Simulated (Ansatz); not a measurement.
## Phonons of BaZrO3 in the cubic perovskite structure at temperature

Method: the stochastic self-consistent harmonic approximation in a 2×2×2 supercell, DFT at the PBEsol level (Ansatz, a first-principles code). The cell is fixed at its relaxed static size. Melting and transitions to other phases are not modelled. Frequencies in cm⁻¹ at q = (0.00, 0.00, 0.00) (fractions of the primitive reciprocal vectors), each column in ascending order, rows equal in every column written once; i marks an imaginary mode. The auxiliary (Gaussian) frequencies are positive by construction; the free-energy Hessian decides stability. At Γ the LO-TO splitting is left out.

```
harmonic  Gaussian 300 K  Hessian 300 K  Gaussian 1000 K  Hessian 1000 K
--------  --------------  -------------  ---------------  --------------
88                   116            113              134             129
174                  202            198              224             214
188                  209            206              231             221
502                  501            497              509             494
```

```json
{
 "pressure at 300 K in this cell": "1.11 ± 0.01 GPa",
 "pressure at 1000 K in this cell": "3.26 ± 0.06 GPa",
 "pressure near 300 K by path-integral sampling of the fitted surface": "1.01 GPa",
 "pressure near 1000 K by path-integral sampling of the fitted surface": "3.21 GPa",
 "static_pressure": "-0.01 GPa"
}
```

Over all wave vectors of the supercell the softest harmonic mode is 72i cm⁻¹ at q = (0.50, 0.50, 0.50); the softest of the Hessian is 57 cm⁻¹ at q = (0.50, 0.50, 0.50) at 300 K (error 1; the run's verdict: stable), 86 cm⁻¹ at q = (0.00, 0.50, 0.50) at 1000 K (error under 1; the run's verdict: stable). A stable verdict is local, and a supercell this small can stiffen soft modes, so the symmetric phase can look stable where the real crystal is distorted.
